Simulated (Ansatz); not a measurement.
**Several settings converged on SnO (P4/nmm, 4 atoms in the cell)**

```
CELL_PARAMETERS angstrom
      3.78100     0.00000     0.00000
      0.00000     3.78100     0.00000
      0.00000     0.00000     4.81580
ATOMIC_POSITIONS crystal
  Sn 0.50000 0.00000 0.76200
  Sn 0.00000 0.50000 0.23800
  O  0.50000 0.50000 0.00000
  O  0.00000 0.00000 0.00000
```

Base method: PBEsol, default PAW files made with PBE (plane waves; Ansatz, an electronic-structure program).

Base settings: basis.ecutwfc = 420 eV; kpoints.mp_grid.grid = 7 7 5; hamiltonian.xc = pbesol; hamiltonian.pseudopotentials = {kind: paw} (the program's default PAW files); scf.occupations.method = fermi_dirac; scf.occupations.width = 0.02 eV.

Core times come from one kind of shared machine, to one figure; runs under 30 s give none.

**Zone-centre phonons against the cutoff**

In this ladder: scf.occupations.method = fixed; scf.occupations.width = default; phonons.method = dfpt; phonons.dielectric = true; phonons.rigid_motions = translations.

The mesh stays at the base's, so the ladder's end is converged at best in this setting alone.

Frequencies are those of the unrelaxed cell, without the LO-TO term of polar crystals.

Only quantities that move along the ladder and can be compared are tabulated.

ε∞ and Born charges come from denser meshes that the program picks itself.

```tsv
basis.ecutwfc	highest zone-centre frequency (cm⁻¹)	lowest optical frequency (cm⁻¹)	largest Born charge (mean of the diagonal) (e)	mean ε∞	core time / last (rough)
210 eV	529.2	127.7	3.118	8.199	0.3
250 eV	538.7	121.5	3.108	8.190	0.4
295 eV	479.0	117.6	3.049	8.157	0.5
420 eV	470.4	116.3	3.074	8.148	0.7
630 eV	470.8	116.4	3.074	8.147	1
```

Coarsest basis.ecutwfc that holds the largest Born charge (mean of the diagonal) within 0.01 e of the last step, with all finer ones: 420 eV; the step before is off by 0.024 e.

Coarsest basis.ecutwfc that holds the lowest optical frequency within 2 cm⁻¹ of the last step, with all finer ones: 295 eV; the step before is off by 5.1 cm⁻¹.

Coarsest basis.ecutwfc that holds the mean ε∞ within 0.02 of the last step, with all finer ones: 295 eV; the step before is off by 0.042.

**Zone-centre phonons against the mesh**

In this ladder: scf.occupations.method = fixed; scf.occupations.width = default; phonons.method = dfpt; phonons.dielectric = true; phonons.rigid_motions = translations.

Frequencies are those of the unrelaxed cell, without the LO-TO term of polar crystals.

Only quantities that move along the ladder and can be compared are tabulated.

| kpoints.mp_grid.grid | highest zone-centre frequency (cm⁻¹) | lowest optical frequency (cm⁻¹) | core time / last (rough) |
|---|---|---|---|
| 3 3 2 | 474.3 | 117.6 | 0.2 |
| 4 4 3 | 470.4 | 115.6 | 0.3 |
| 6 6 4 | 470.2 | 116.1 | 0.5 |
| 8 8 7 | 470.4 | 116.2 | 1 |

Coarsest kpoints.mp_grid.grid that holds the highest zone-centre frequency within 2 cm⁻¹ of the last step, with all finer ones: 4 4 3, at about 0.3 of the last step's time; the step before is off by 3.9 cm⁻¹.

Coarsest kpoints.mp_grid.grid that holds the lowest optical frequency within 1 cm⁻¹ of the last step, with all finer ones: 4 4 3, at about 0.3 of the last step's time; the step before is off by 1.4 cm⁻¹.

On the base run: the starting cell has typed, rounded lattice constants, without a prior relaxation at this level. Its lattice was rescaled by up to half a per cent.

Keys are those of Ansatz 0.2.
